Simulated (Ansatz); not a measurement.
**Point defects in C**

The parent structure is a 16-atom supercell of C in the diamond structure (space group Fd-3m, No. 227; a = 3.5603 Å) at its relaxed geometry.

One neutral defect a cell, atoms relaxed at fixed cell.

All numbers come from Ansatz (a program for electronic structure) r2SCAN, without spin-orbit coupling, earlier PAW set.

```tsv
change	pressure	largest displacement of a host atom from its site in the perfect cell
perfect supercell	0.0 GPa	–
Se on a C site	69.1 GPa	0.21 Å
Ru on a C site, symmetric start	72.4 GPa	0.19 Å
B on a C site	8.8 GPa	0.03 Å
Li interstitial (started 1.45 Å from the nearest host atom), symmetric start	32.0 GPa	0.07 Å
C vacancy, symmetric start	-0.6 GPa	0.10 Å
```

Other magnetic orders, which the real material may have, were not ruled out. In so small a cell the defect repeats every few ångströms: this is an ordered compound, not a dilute defect. The mesh was chosen for an insulator and is coarse for the gapless case. Defects with a symmetric start kept the site's symmetry and may sit on a saddle; the others started slightly shaken. Starting moments died away, wholly or in part, for Se on a C site, Ru on a C site, B on a C site and Li interstitial (started 1.45 Å from the nearest host atom) and more; another magnetic solution may exist.
